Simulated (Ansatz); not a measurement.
Mg2NbN3 (C2/c), Ansatz (a first-principles code) with PBEsol, rigid bands: N_v = 1.62e19 cm⁻³ at 300 K and a hole conductivity mass of 1.38 mₑ along y (a = (4.73, -3.07, 0.01) Å; b = (4.73, 3.07, 0.01) Å; c = (-2.65, 0.00, 5.03) Å).

Question: For 1e16 holes per cm³ at 300 K, place the Fermi level, estimate the Seebeck coefficient of a parabolic band with constant τ, and give mobility and conductivity for τ = 20 fs.

Answer: The level lies k_BT ln(N_v/p) = 0.191 eV above the valence-band maximum. S ≈ +(k_B/e)[ln(N_v/p) + 5/2] = 852 μV/K, against 850 μV/K from the full bands (mean over directions). μ = eτ/m = 25.5 cm²/(V·s) and σ = peμ = 0.0408 S/cm. τ is assumed, not computed.

Band transport and this doping are assumed; polarons and phonon drag are left out. Spin-orbit coupling is left out; where it splits the top of the valence band, N_v and the p-type Seebeck coefficient come out somewhat high without it.

Computed structure with no diffraction record at hand here (it may be known, metastable or hypothetical): Mg2NbN3 (C2/c).
